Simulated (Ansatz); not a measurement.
The starting structures come from a database of crystals and need not be the phases stable at ambient conditions.

 Where the default PAW files enter, the runs use the earlier of Ansatz's two default sets.

Consider the following.

```
CELL_PARAMETERS angstrom
      5.44022     0.00000     0.00000
      2.72011     6.56041     0.00000
      0.00000     2.25565     4.95056
ATOMIC_POSITIONS crystal
  Sr 0.75000 0.50000 0.25000
  Sr 0.00000 0.00000 0.00000
  W  0.25000 0.50000 0.75000
  W  0.50000 0.00000 0.50000
  O  0.72518 0.83398 0.81857
  O  0.09745 0.33398 0.97518
  O  0.44084 0.83398 0.34745
  O  0.56857 0.33398 0.69084
  O  0.02482 0.66602 0.43143
  O  0.65255 0.16602 0.27482
  O  0.30916 0.66602 0.90255
  O  0.18143 0.16602 0.55916
```

Space group of this cell: I4_1/a. The cell is taken as given; by r2SCAN its mean pressure is -2.0 GPa.

Transport runs along the normal of the first two printed cell vectors, the (101) plane of the conventional cell.

The gap is the functional's own. No spin-orbit coupling. Mid-gap values are interpolated on the energy grid.

Give the band gap and the smallest decay constant κ at mid-gap that r2SCAN (Ansatz, a quantum-chemistry and plane-wave program) yields.

Gap 4.87 eV on a 6×6×6 mesh; κ = 0.548 1/Å, at the zone centre.
